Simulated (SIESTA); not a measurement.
## SIESTA run on BaMg₃ (Pmm2, 4 atoms in the cell): self-consistent single point

Method: LDA PW92, numerical atomic orbitals DZP, PseudoDojo LDA standard norm-conserving potentials (rewritten from UPF to PSML) (SIESTA 5.4.2).

The input file:

```
# files in the folder: Ba.psml Mg.psml (PseudoDojo LDA standard)
SystemName  BaMg3
SystemLabel bamg3

NumberOfAtoms                4
NumberOfSpecies              2
%block ChemicalSpeciesLabel
  1 56 Ba
  2 12 Mg
%endblock ChemicalSpeciesLabel
LatticeConstant              1.0 Ang
%block LatticeVectors
     3.633400000    0.000000000    0.000000000
     0.000000000    5.199816000    0.000000000
     0.000000000    0.000000000    6.717283000
%endblock LatticeVectors
AtomicCoordinatesFormat      Fractional
%block AtomicCoordinatesAndAtomicSpecies
     0.000000000    0.000000000    0.159340000  1
     0.500000000    0.000000000    0.659000000  2
     0.500000000    0.500000000    0.405450000  2
     0.000000000    0.500000000    0.776200000  2
%endblock AtomicCoordinatesAndAtomicSpecies

XC.functional                LDA
XC.authors                   PW92
PAO.BasisSize                DZP
PAO.EnergyShift              0.01 Ry
MeshCutoff                   350 Ry
%block kgrid.MonkhorstPack
    7   0   0  0.0
    0   5   0  0.0
    0   0   4  0.0
%endblock kgrid.MonkhorstPack
OccupationFunction           MP
OccupationMPOrder            0
ElectronicTemperature        0.1 eV

MaxSCFIterations             150
SCF.Mixer.Method             Pulay
SCF.Mixer.Weight             0.2
SCF.Mixer.History            6
SCF.DM.Tolerance             1.0E-04
Diag.ParallelOverK           true
WriteForces                  true
Charge.Mulliken              end
```

Output (repeated stretches shortened):

```
reinit: Reading from file input.fdf

reinit: System Name: BaMg3
reinit: System Label: bamg3

coor:   Atomic-coordinates input format  =     Fractional

siesta: Atomic coordinates (Bohr) and species
siesta:      0.00000   0.00000   2.02263  1        1
siesta:      3.43307   0.00000   8.36523  2        2
siesta:      3.43307   4.91311   5.14671  2        3
siesta:      0.00000   4.91311   9.85295  2        4

siesta: System type = bulk

initatomlists: Number of atoms, orbitals, and projectors:      4    36    42

siesta: ******************** Simulation parameters ****************************
redata: Spin configuration                          = none
redata: Time-Reversal Symmetry                      = T
redata: Number of Atomic Species                    =        2
redata: Mesh Cutoff                                 =   350.0000 Ry
redata: Net charge of the system                    =     0.0000 |e|
redata: Min. number of SCF Iter                     =        0
redata: Max. number of SCF Iter                     =      150
redata: SCF convergence failure will abort job
redata: SCF mix quantity                            = Hamiltonian
redata: Mix DM or H after convergence               =   F
redata: Recompute H after scf cycle                 =   F
redata: Mix DM in first SCF step                    =   T
redata: No kicks to SCF
redata: DM Mixing Weight for Kicks                  =     0.5000
redata: Require Harris convergence for SCF          =   F
redata: Harris energy tolerance for SCF             =     0.000100 eV
redata: Require DM convergence for SCF              =   T
redata: DM tolerance for SCF                        =     0.000100
redata: Require EDM convergence for SCF             =   F
redata: EDM tolerance for SCF                       =     0.001000 eV
redata: Require H convergence for SCF               =   T
redata: Hamiltonian tolerance for SCF               =     0.001000 eV
   [... lines left out ...]
diag: Used triangular part                          = Lower
diag: Absolute tolerance                            =  0.100E-15
diag: Orthogonalization factor                      =  0.100E-05
diag: Memory factor                                 =  1.0000

superc: Internal auxiliary supercell:     5 x     5 x     3  =      75
superc: Number of atoms, orbitals, and projectors:    300   2700   3150

                        Single-point calculation

superc: Internal auxiliary supercell:     5 x     5 x     3  =      75
superc: Number of atoms, orbitals, and projectors:    300   2700   3150

outcell: Unit cell vectors (Ang):
        3.633400    0.000000    0.000000
        0.000000    5.199816    0.000000
        0.000000    0.000000    6.717283

outcell: Cell vector modules (Ang)   :    3.633400    5.199816    6.717283
outcell: Cell angles (23,13,12) (deg):     90.0000     90.0000     90.0000
outcell: Cell volume (Ang**3)        :    126.9097
new_DM -- step:     1
Initializing Density Matrix...

Attempting to read DM from file... Failed...
DM filled with atomic data:

InitMesh: MESH = 48 x 60 x 80 = 230400
InitMesh: Mesh cutoff (required, used) =   350.000   367.984 Ry

stepf: Methfessel-Paxton step function
       Using Hermite-Gauss polynomials of order  0
        iscf     Eharris(eV)        E_KS(eV)     FreeEng(eV)     dDmax    Ef(eV) dHmax(eV)
   scf:    1    -5586.377972    -5597.041521    -5597.055845  1.487731 -2.976956  3.350289
   scf:    2    -5597.297386    -5597.178178    -5597.191835  0.054739 -2.972163  2.642624
   scf:    3    -5597.354870    -5597.284682    -5597.298968  0.119015 -2.988673  0.885406
   scf:    4    -5597.298551    -5597.295373    -5597.309399  0.044299 -3.016234  0.141411
   scf:    5    -5597.296811    -5597.296273    -5597.310303  0.009397 -3.017633  0.057520
   scf:    6    -5597.296404    -5597.296346    -5597.310357  0.001465 -3.019049  0.023547
   scf:    7    -5597.296384    -5597.296368    -5597.310374  0.001211 -3.019511  0.005676
   scf:    8    -5597.296374    -5597.296371    -5597.310375  0.000361 -3.019675  0.000765
   scf:    9    -5597.296370    -5597.296371    -5597.310375  0.000074 -3.019704  0.000586
SCF Convergence by DM+H criterion
max |DM_out - DM_in|         :     0.0000737901
max |H_out - H_in|      (eV) :     0.0005863551
SCF cycle converged after 9 iterations

Using DM_out to compute the final energy and forces

siesta: E_KS(eV) =            -5597.2964

siesta: E_KS - E_eggbox =     -5597.2964

siesta: Atomic forces (eV/Ang):
     1    0.000000    0.000000   -0.004912
     2    0.000000    0.000000   -0.068653
     3   -0.000000    0.000000    0.184237
     4    0.000000   -0.000000   -0.111093
   Tot    0.000000    0.000000   -0.000421
   Max    0.184237
   Res    0.065206    sqrt( Sum f_i^2 / 3N )
   Max    0.184237    constrained

Stress tensor Voigt[x,y,z,yz,xz,xy] (kbar):      -33.44       -1.66       -2.86       -0.00       -0.00       -0.00
(Free)E + p*V (eV/cell)    -5596.3081
Target enthalpy (eV/cell)    -5597.3104

siesta: Program's energy decomposition (eV):
siesta: Ebs     =     -1529.264677
siesta: Eions   =      7138.348877
siesta: Ena     =       743.985594
siesta: Ekin    =      2924.826918
siesta: Enl     =     -1367.818028
siesta: Eso     =         0.000000
siesta: Edftu   =         0.000000
siesta: DEna    =        40.629465
siesta: DUscf   =         1.179488
siesta: DUext   =         0.000000
siesta: Ex      =      -726.766384
siesta: Ec      =       -74.984547
siesta: Exc     =      -801.750931
siesta: Eharris =     -5597.296370
siesta: Etot    =     -5597.296371
siesta: FreeEng =     -5597.310375

siesta: Atomic forces (eV/Ang):
siesta:      1    0.000000    0.000000   -0.004912
siesta:      2    0.000000    0.000000   -0.068653
siesta:      3   -0.000000    0.000000    0.184237
siesta:      4    0.000000   -0.000000   -0.111093
siesta: ----------------------------------------
siesta:    Tot    0.000000    0.000000   -0.000421

siesta: Stress tensor (static) (eV/Ang**3):
siesta:    -0.020874   -0.000000   -0.000000
siesta:    -0.000000   -0.001036    0.000000
siesta:    -0.000000   -0.000000   -0.001783

siesta: Cell volume =        126.909705 Ang**3

siesta: Pressure (static):
siesta:                Solid            Molecule  Units
siesta:           0.00008602          0.00009704  Ry/Bohr**3
siesta:           0.00789770          0.00890947  eV/Ang**3
siesta:          12.65351270         14.27454743  kBar

mulliken: Atomic and Orbital Populations:

Species: Ba
Atom  Qatom  Qorb
               5s      6s      6s      5py     5pz     5px     6py     6pz
               6px
   1  9.383   1.950   0.638   0.053   1.997   2.001   1.942   0.286   0.267
              0.249

Species: Mg
Atom  Qatom  Qorb
               2s      3s      3s      2py     2pz     2px     3py     3pz
               3px
   2 10.246   1.998   1.605  -0.390   2.013   2.010   2.008   0.284   0.436
              0.280
   3 10.456   1.997   1.787  -0.448   2.012   2.012   2.009   0.437   0.348
              0.302
   4  9.916   1.997   1.307  -0.210   2.012   2.014   2.006   0.310   0.199
              0.281

mulliken: Qtot =       40.000

Mulliken Atomic Populations:
Atom #   charge [q] valence [e]  Species
     1     0.616913    9.383087  Ba
     2    -0.245504   10.245504  Mg
     3    -0.455677   10.455677  Mg
     4     0.084267    9.915733  Mg
 Total     0.000000
```

The run converged in 9 iterations.

The starting cell comes from a database of computed structures (which also holds hypothetical and non-ambient phases and stackings), without a prior relaxation at this level. Its lattice was rescaled by a random factor within 2.5 % of one. Values carry the incompleteness of an atom-centred basis.
